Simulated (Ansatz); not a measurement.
# Effect of uniaxial strain ε_yy = −1.48 % on MnO

The reference is MnO in the rock salt structure (space group Fm-3m, No. 225; a = 4.450 Å; ferromagnetic). Axes: x, y, z lie along the cube axes.

Perturbation: uniaxial strain ε_yy = −1.48 %, all other strain components held at zero; the atoms relax in the strained cell.

Calculations: r2SCAN (Ansatz, a quantum-chemistry and plane-wave program, PAW, no spin-orbit coupling). Γ-centred 13×13×13 mesh, Fermi–Dirac width 0.05 eV.

```json
[
 {"quantity": "volume per atom", "base": "11.02 Å³", "changed": "10.85 Å³", "shift": "-0.163 Å³"},
 {"quantity": "space group", "base": "Fm-3m (No. 225)", "changed": "I4/mmm (No. 139)", "shift": "–"},
 {"quantity": "shortest interatomic distance", "base": "2.225 Å", "changed": "2.192 Å", "shift": "-0.033 Å"},
 {"quantity": "energy relative to the base (free energy F)", "base": "0 meV/atom", "changed": "+1.8 meV/atom", "shift": "+1.8 meV/atom"},
 {"quantity": "band gap", "base": "zero", "changed": "zero", "shift": "–"},
 {"quantity": "magnetic state", "base": "ferromagnetic", "changed": "ferromagnetic", "shift": "–"},
 {"quantity": "largest site moment", "base": "4.27 μB", "changed": "4.23 μB", "shift": "-0.033 μB"},
 {"quantity": "stress (xx, yy, zz, yz, xz, xy; compression positive) (rough)", "base": "–", "changed": "(2.1, 3.5, 2.1, 0.0, 0.0, 0.0) GPa", "shift": "–"}
]
```

Final structure:

```
CELL_PARAMETERS angstrom
      0.00000     2.19221     2.22514
      2.22514     0.00000     2.22514
      2.22514     2.19221     0.00000
ATOMIC_POSITIONS crystal
  O  0.00000 0.00000 0.00000
  Mn 0.50000 0.50000 0.50000
```

The mesh was chosen for an insulator and is coarse for the gapless case. Without a gap, meshes like the base's 13×13×13 leave anisotropic stresses uncertain by several tenths of a GPa, and small strain energies with them. No phonon test of stability was made. No Hubbard U is applied and the magnetic state is the run's own (MnO ferromagnetic); other magnetic orders, which need larger cells, were not tried and can change the gap. In its common phase, real MnO is an antiferromagnetic insulator at low temperature.
